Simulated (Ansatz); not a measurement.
A self-consistent single point of NaHgCl3 (P6_3/mmc, 10 atoms in the cell) with Ansatz (an electronic-structure program).

Level of theory: RPBE-D3BJ, default PAW files made with PBE (plane waves; Ansatz).

```yaml
crystal:
  lattice:
    - [7.61495, 0.00000, 0.00000]
    - [-3.80747, 6.59474, 0.00000]
    - [0.00000, 0.00000, 6.50584]
  atoms:
    - { symbol: Na, position: [0.33333, 0.66667, 0.75000] }
    - { symbol: Na, position: [0.66667, 0.33333, 0.25000] }
    - { symbol: Hg, position: [0.00000, 0.00000, 0.00000] }
    - { symbol: Hg, position: [0.00000, 0.00000, 0.50000] }
    - { symbol: Cl, position: [0.14620, 0.29240, 0.25000] }
    - { symbol: Cl, position: [0.70760, 0.85380, 0.25000] }
    - { symbol: Cl, position: [0.14620, 0.85380, 0.25000] }
    - { symbol: Cl, position: [0.85380, 0.70760, 0.75000] }
    - { symbol: Cl, position: [0.29240, 0.14620, 0.75000] }
    - { symbol: Cl, position: [0.85380, 0.14620, 0.75000] }
```

Reference input (self-consistent single point, DFT, LDA (PW92), plane waves, default PAW files made with PBE): basis.ecutwfc = 420 eV; kpoints.mp_grid.grid = 4 4 4; hamiltonian.xc = lda; hamiltonian.pseudopotentials = {kind: paw} (the program's default PAW files); scf.occupations.method = fermi_dirac; scf.occupations.width = 0.05 eV. This run's input differs from it in these lines:

Ansatz 0.2 input:
```diff
@@ -21,3 +21,4 @@
 hamiltonian:
-  xc: lda
+  xc: rpbe
+  dispersion: d3bj
   pseudopotentials: { kind: paw }
```

Log, with long lists cut:

```
SCF iter   1: F=—  HF=-37148.265205 eV  |F-HF|=—  |Δ(HF+E_count)|=         —  Δρ=2.47e-3  dr2=2.10e-2  ethr=1.77e-3  ⟨swp⟩=7.6  Hψ=2928  notcnv=0  defer=6
all-band conjugate gradients solve this SCF's bands
preconditioner: auto → Resta (q_TF=auto, 2.240 Å⁻¹)
SCF iter   2: F=—  HF=-37148.264644 eV  |F-HF|=—  |Δ(HF+E_count)|=   5.60e-4  Δρ=1.27e-3  dr2=5.22e-3  ethr=2.10e-5  ⟨swp⟩=2.0  Hψ=1252  notcnv=0  defer=69
   [... lines left out ...]
SCF 1 converged in 7 iterations: F = -37148.264462 eV  dr2 = 5.34e-8
Free energy (F): -37148.264462 eV
Internal energy: -37148.264462 eV  (E = F + TS)
E sigma→0 (E₀):  -37148.264462 eV
Fermi energy:    3.458054 eV
--- Forces (eV/Å), atoms counted from 1 ---
  atom   1  Na     0.00000000    -0.00000000    -0.00000000
  atom   2  Na    -0.00000000     0.00000000     0.00000000
  atom   3  Hg     0.00000000    -0.00000000    -0.00000000
  atom   4  Hg     0.00000000    -0.00000000    -0.00000000
  atom   5  Cl     0.00000007     1.86898082     0.00000000
  atom   6  Cl    -1.61858491    -0.93449035    -0.00000000
  atom   7  Cl     1.61858484    -0.93449047    -0.00000000
  atom   8  Cl    -0.00000007    -1.86898082    -0.00000000
  atom   9  Cl     1.61858491     0.93449035     0.00000000
  atom  10  Cl    -1.61858484     0.93449047     0.00000000
--- Stress (GPa, compression-positive) ---
        3.593211      -0.000000       0.000000
       -0.000000       3.593211       0.000000
        0.000000       0.000000       4.826547
  P = ⅓ Tr σ = 4.0043 GPa (40.043 kbar)
  The stress holds the Pulay correction. Without it, at fixed plane waves, as pw.x and ABINIT print it: P = 3.9890 GPa
```

The run converged in 7 iterations. Against the reference run the pressure goes from 2.60 to 4.00 GPa, the largest force goes from 1.561 to 1.869 eV/Å and the gap on the mesh goes from 1.936 to 2.249 eV.

The starting cell was generated: these elements placed on a structure prototype, without a prior relaxation; it need not be a known phase or ordering of this composition. Spin-orbit coupling is off. With a pressure of about 4 GPa the cell is away from its equilibrium volume at this level. Forces in this geometry exceed 1 eV/Å. Ansatz's pressure includes its estimate of the finite-basis (Pulay) stress.
